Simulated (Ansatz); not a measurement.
Base system: Nb in the bcc (W type) structure (space group Im-3m, No. 229; a = 3.2484 Å; relaxed with 0.1 eV smearing).

The values are results of LDA in Ansatz (plane waves to 420 eV, PAW, without spin-orbit coupling), not measurements.

Before the change:

```
Quantity    Value
--------  -------
Pressure  0.0 GPa
```

One thing is altered: the cell is scaled by 1.0150 in all directions; the atoms relax in the strained cell.

Task: What happens to the pressure?

Result: The pressure goes from zero to -7.8 GPa.

Task: How does this affect the energy relative to the base?

Result: The energy rises by 20 meV/atom.

Stability against distortions was not tested. All final runs are without spin polarisation.

Ansatz is a first-principles code.
